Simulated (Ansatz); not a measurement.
Step by step: reaction energy

Subject: the reaction energy. Reaction: PbO2 (rutile) + 2 H2 (gas) → Pb (fcc) + 2 H2O (gas). The sign is products less reactants.

PbO2 (rutile, P4₂/mnm), 6 atoms in the cell; metallic (partly filled levels) with PBE. Conventional cell: a = b = 5.0300 Å, c = 3.4407 Å, α = β = γ = 90.00°.

Method: Ansatz (an electronic-structure program), PAW, neutral cells at 0 K with nuclei at rest, on structures from PBE+D3(BJ). Ansatz runs with its default PAW set. Other levels take these structures. The lattices are those relaxed with PBE+D3(BJ), so at other levels the solids can be strained, which adds to the spread. A dispersion term (D3(BJ), or D4 for r2SCAN) was computed beside these levels and is taken off wherever the name lacks it. The runs are scalar-relativistic, without spin-orbit coupling.

Total energies of the cells in eV, at zero smearing width. They compare only within one column; the weights balance every element.

```
cell           atoms  weight        r2SCAN          RPBE
-------------  -----  ------  ------------  ------------
Pb (fcc)           1      +2  -11920.85511  -11921.63707
PbO2 (rutile)      6      −1  -26111.39605  -26114.90294
H2O (gas)          3      +4    -600.36457    -601.38341
H2 (gas)           2      −4     -31.88988     -32.07149
```

r2SCAN: 2 × (-11920.85511) − (-26111.39605) + 4 × (-600.36457) − 4 × (-31.88988) = -4.213 eV; dividing by 2 gives -2.11 eV.

RPBE: 2 × (-11921.63707) − (-26114.90294) + 4 × (-601.38341) − 4 × (-32.07149) = -5.619 eV; dividing by 2 gives -2.81 eV.

What follows from the r2SCAN value: Per mole of the reaction as written, -2.106 eV × 96.485 = -203.2 kJ.
